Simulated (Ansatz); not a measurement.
SrAlHO2 (model structure, started from the SrVO2H type, P4/mmm, No. 123, 5 atoms in the cell) was calculated with PBEsol (PAW; Ansatz, a program for electronic structure).

Run with plane-wave cutoff 520 eV, 10×10×10 k mesh, Fermi–Dirac smearing 0.01 eV, scalar-relativistic PAW data made under PBE.

Cell (relaxed with PBEsol):

AlSrHO$_{2}$ is taken in the tetragonal space group P4/mmm (No. 123), Pearson symbol tP5. Lattice parameters: a = 3.774 Å, b = 3.774 Å, c = 3.658 Å, α = 90.00°, β = 90.00°, γ = 90.00°. Sr on 1d sees 8 O at 2.628 Å and 4 H at 2.669 Å (cuboctahedral). Al on 1a sees 2 H at 1.829 Å and 4 O at 1.887 Å (octahedral). O on 2f sees 2 Al at 1.887 Å and 4 Sr at 2.628 Å (octahedral). H on 1b is surrounded by 2 Al at 1.829 Å and 4 Sr at 2.669 Å (octahedral). (Neighbours: up to the widest gap in distance over summed covalent radii, below 1.35, at either atom; cation-cation and far metal-metal contacts left out.)

### Question
Predict the band gap, smallest direct gap on the k points sampled and direct gap at Γ.

### Answer

* **band gap**: 3.48 eV
* **smallest direct gap on the k points sampled**: 3.68 eV
* **direct gap at Γ**: 5.98 eV

Note: the relaxation could raise the start's symmetry but not lower it, so the cell can be a saddle point.

Spin–orbit coupling is not included.

Computing time: very roughly 8 core-seconds.

A model structure was made by putting elements into a prototype or built by hand; it is no filed structure, need not be a known phase, and can be a saddle point held by its symmetry.
